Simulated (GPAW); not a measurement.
Band structure of TaSeS (P3m1, 3 atoms in the cell).

```yaml
crystal:
  lattice:
    - [3.45908, 0.00000, 0.00000]
    - [-1.72954, 2.99565, 0.00000]
    - [0.00000, 0.00000, 6.44795]
  atoms:
    - { symbol: Ta, position: [0.00000, 0.00000, 0.01060] }
    - { symbol: Se, position: [0.66667, 0.33333, 0.74391] }
    - { symbol: S, position: [0.33333, 0.66667, 0.24549] }
```

Method: PBEsol, GPAW PAW datasets PBEsol (made by gpaw-setup) (plane waves; GPAW).

Settings: mode = pw; ecut = 550 eV; xc = PBEsol; kpts = 9 9 4; mesh shift (steps) = 0 0 0; occupations.name = methfessel-paxton; occupations.width = 0.272 eV; occupations.order = 0; nbands = -9; convergence.forces = 0.001 eV/Å; symmetry.symmorphic = false; symmetry.tolerance = 0.0005; maxiter = 100; bandpath_npoints = 40.

The starting cell comes from a database of computed structures (which also holds hypothetical and non-ambient phases and stackings), without a prior relaxation at this level. Its lattice was rescaled by a random factor within 2.5 % of one. Spin-orbit coupling is off. Spin polarisation is off; with an odd number of electrons in the cell that forces a metal, and a magnetic state may lie lower.

Levels in eV from the Fermi level, bands 9 to 16:
```
point      9     10     11     12     13    14    15    16
-----  -----  -----  -----  -----  -----  ----  ----  ----
Γ      -3.39  -1.49  -0.23  -0.23   0.03  0.20  0.20  3.70
M      -4.04  -3.44  -3.09  -1.67  -0.87  2.24  2.72  3.76
K      -4.74  -3.56  -3.33  -3.11   1.34  1.68  1.78  3.67
A      -3.37  -3.32  -0.33  -0.33   0.19  0.19  0.76  3.95
L      -4.01  -3.52  -2.24  -1.48  -1.15  2.24  2.70  4.00
H      -4.85  -3.52  -3.30  -3.24   1.20  1.22  1.35  4.40
```

Bands cross the Fermi level along this path, so the cell is metallic at this level.
